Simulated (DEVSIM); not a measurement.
# abrupt Ge n-p junction

System: abrupt Ge n-p junction, at 400 K.

```csv
layer (left to right),material,thickness (μm),Nd (cm⁻³),Na (cm⁻³),τn (s),τp (s)
1,Ge,0.190,5e15,-,0.00046,0.00046
2,Ge,190,-,1.5e17,0.00046,0.00046
```

Left contact: ohmic. Right contact: ohmic. Voltage is applied to the left contact. Recombination: SRH at mid-gap, radiative. Mobility is constant in doping.

Constants are typed, rounded textbook-type inputs, not results; the design itself was drawn at random and stands for no fabricated device. Values at 300 K; Nc and Nv go as T^1.5, mobilities as T to minus their exponent, the gap by Varshni's rule with the affinity fixed.

```
parameter               Ge
----------------  --------
gap (eV)             0.664
affinity (eV)            4
permittivity            16
Nc (cm⁻³)          1.04e19
Nv (cm⁻³)             6e18
μn (cm²/Vs)           3900
μp (cm²/Vs)           1900
T exponent of μn      1.66
T exponent of μp      2.33
B (cm³/s)          6.4e-14
Varshni α (eV/K)  0.000477
Varshni β (K)          235
```

Simulated with DEVSIM: 1D drift-diffusion, Boltzmann statistics, complete ionisation; no tunnelling, impact ionisation, image-force lowering or self-heating.

* **Potential step across the device at zero bias**: 0.206 V
* **Largest field in the device at zero bias**: 23000 V/cm
* **Dark forward voltage at 100 A/cm²**: 0.093 V

Dark forward current:

(V (V), J (A/cm²)): (-0.05, -55); (-0.10, -110); (-0.15, -170); (-0.20, -220); (-0.25, -280); (-0.30, -330); (-0.35, -390); (-0.40, -450); (-0.45, -510); (-0.50, -560); (-0.55, -620); (-0.60, -680); (-0.65, -740); (-0.70, -800); (-0.75, -850); (-0.80, -910); (-0.85, -970); (-0.90, -1000); (-0.95, -1100); (-1.00, -1100); (-1.05, -1200); (-1.10, -1300); (-1.15, -1300)
